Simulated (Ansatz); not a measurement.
## Short convergence ladders for Cu (Fm-3m, 1 atom in the cell)

```
CELL_PARAMETERS angstrom
      0.00000     1.81042     1.81042
      1.81042     0.00000     1.81042
      1.81042     1.81042     0.00000
ATOMIC_POSITIONS crystal
  Cu 0.00000 0.00000 0.00000
```

Base method: PBE (plane waves, PAW; Ansatz, a quantum-chemistry and plane-wave program).

Base settings: basis.ecutwfc = 420 eV; kpoints.mp_grid.grid = 16 16 16; hamiltonian.xc = pbe; hamiltonian.pseudopotentials = {kind: paw} (the program's default PAW files); scf.occupations.method = gaussian; scf.occupations.width = 0.1 eV.

The count of work is k-points × plane waves × bands × iterations; it is no time. 

**The cutoff for other potential files**

Level: DFT, PBE, plane waves, harder PAW files (source: ansatz).

In this ladder: hamiltonian.pseudopotentials = {kind: paw, source: ansatz}.

The second cell is the first with its lattice scaled by 0.98.

The mesh stays at the base's, so the ladder's end is converged at best in this setting alone.

The first pressure column holds Ansatz's estimate of the finite-basis (Pulay) stress, which hides part of the cutoff error; the other is without it.

Only quantities that move along the ladder and can be compared are tabulated.

```csv
basis.ecutwfc,free energy less the last step's (meV/atom),energy of the compressed cell less the first (meV/atom),pressure (GPa),pressure without the Pulay estimate (GPa),count of work / last
315 eV,25373.31,108.63,-24.15,-1680.28,0.12
385 eV,4777.90,57.72,-0.44,-409.24,0.15
490 eV,283.61,27.53,2.16,-36.42,0.20
595 eV,6.77,26.13,1.12,-0.41,0.27
700 eV,0.65,26.09,1.12,1.12,0.38
840 eV,0.38,26.10,1.12,1.12,0.46
1050 eV,0.19,26.09,1.12,1.10,0.67
1400 eV,0.00,26.09,1.12,1.11,1.0
```

Coarsest basis.ecutwfc that holds the pressure within 0.5 GPa of the last step, with all finer ones: 595 eV, at 0.27 of the last step's count of work; the step before is off by 1.0 GPa.

Coarsest basis.ecutwfc that holds the pressure without the Pulay estimate within 0.2 GPa of the last step, with all finer ones: 700 eV, at 0.38 of the last step's count of work; the step before is off by 1.5 GPa.

Coarsest basis.ecutwfc that holds the energy of the compressed cell less the first within 1 meV/atom of the last step, with all finer ones: 595 eV, at 0.27 of the last step's count of work; the step before is off by 1.4 meV/atom.

The energy difference between the two cells stays within 1 meV/atom of the last step's from 595 eV on, the total only from 700 eV on: much of the error is common to both cells and cancels.

At the lowest cutoff the pressure without the Pulay estimate lies 1680 GPa under the last step's, the usual sign of Pulay stress in an incomplete plane-wave basis.

**The density cutoff**

The second cell is the first with its lattice scaled by 0.98.

The mesh stays at the base's, so the ladder's end is converged at best in this setting alone.

Only quantities that move along the ladder and can be compared are tabulated.

| basis.ecutrho_ratio | free energy less the last step's (meV/atom) | energy of the compressed cell less the first (meV/atom) | pressure (GPa) |
|---|---|---|---|
| 2 | -16.84 | 27.21 | 2.61 |
| 3 | -0.26 | 26.13 | 1.16 |
| 4 | 0.00 | 26.20 | 1.14 |
| 5 | 0.00 | 26.20 | 1.14 |
| 6 | 0.00 | 26.20 | 1.14 |
| 8 | 0.00 | 26.20 | 1.14 |
| 10 | 0.00 | 26.20 | 1.14 |
| 12 | 0.00 | 26.20 | 1.14 |
| 16 | 0.00 | 26.20 | 1.14 |

Coarsest basis.ecutrho_ratio that holds the pressure within 1 GPa of the last step, with all finer ones: 3; the step before is off by 1.5 GPa.

Coarsest basis.ecutrho_ratio that holds the energy of the compressed cell less the first within 0.2 meV/atom of the last step, with all finer ones: 3; the step before is off by 1.0 meV/atom.

Coarsest basis.ecutrho_ratio that holds the free energy within 5 meV/atom of the last step, with all finer ones: 3; the step before is off by 17 meV/atom.

On the base run: the starting cell has typed, rounded lattice constants, without a prior relaxation at this level. Its lattice was rescaled by up to half a per cent. Spin polarisation is off.

Keys are those of Ansatz 0.2.
